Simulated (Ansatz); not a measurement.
The parent structure is BP in the zinc blende structure (space group F-43m, No. 216; a = 4.536 Å).

All numbers come from r2SCAN (Ansatz, a first-principles code, PAW, spin-orbit coupling left out), earlier PAW set.

Carriers are added at fixed cell with a uniform background; the Fermi–Dirac width is that of 300 K.

One change was made to it. Results:

The gap between the host's bands decreases by 0.015 eV, from 1.41 eV to 1.39 eV; the Fermi level relative to the doped band's edge (positive inside the band; to 0.05 eV) amounts to +0.40 eV; the gap character stays indirect, Γ → a point along ⟨100⟩, about 1.1 Å⁻¹ from Γ.

Which of these changes matches the shifts?
A. electrons 2.0×10^21 cm⁻³
B. holes 5.0×10^21 cm⁻³
C. electrons 5.0×10^21 cm⁻³

A, electrons 2.0×10^21 cm⁻³. For comparison, the Fermi level from band edge in the other runs: electrons 5.0×10^21 cm⁻³ gives +0.65 eV; holes 5.0×10^21 cm⁻³ gives +0.80 eV.

Charged cell with a jellium background: band edges are those of the host's band count, energies are not comparable with the neutral cell, and many-body gap narrowing is missing. Stability against distortions was not tested.
